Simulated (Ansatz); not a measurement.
# BN in the zinc blende structure (space group F-43m, No. 216)

```xyz
2
Lattice="0.0000 1.8044 1.8044 1.8044 0.0000 1.8044 1.8044 1.8044 0.0000" Properties=species:S:1:pos:R:3 pbc="T T T"
N      2.7066     2.7066     2.7066
B      0.0000     0.0000     0.0000
```

Level of theory: r2SCAN (Ansatz, a first-principles code; PAW; 500 eV plane waves; no spin-orbit coupling), earlier PAW set. Γ-centred 16×16×16 mesh, Fermi–Dirac width 0.05 eV.

```json
{
 "volume_per_atom": "5.88 Å³",
 "density": "3.51 g/cm³",
 "band_gap": "4.99 eV, indirect, Γ → X",
 "electron_mass": "0.87 mₑ along k, 0.29 mₑ across",
 "Hole mass (degenerate bands, along [100])": "0.48, 0.51, 0.51 mₑ",
 "Lowest conduction-band minima above the VBM": "X along ⟨100⟩ 4.99 eV",
 "total_energy": "-272.005 eV/atom (σ→0; compares only within this code and set-up)"
}
```

Effective masses come from finite differences of ±0.01 Å⁻¹. Along k means along the line from Γ to the band edge. No phonon test of stability was made.
